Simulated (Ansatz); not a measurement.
## A constructed model of the (100) surface of fcc Pt, a pseudomorphic layer of Sc in the host's stacking (bottom of the slab: a bare face, its two planes held)

Calculation: PBE (plane waves to 420 eV, PAW; Ansatz, an electronic-structure program).

Model: 7-atom slab, 12.4 Å thick at the start, 13x13x1 mesh, Fermi-Dirac 0.1 eV, dipole correction, 2 atoms held, the rest relaxed; start symmetry kept, larger cells not searched; no spin, no spin-orbit, no U. It is one candidate, not shown to be the stable structure of the face.

```json
{
  "work_function_of_the_top_face": "4.32 eV",
  "energy_released_by_relaxation": "0.55 eV",
  "cost": "very roughly 5 core-minutes"
}
```
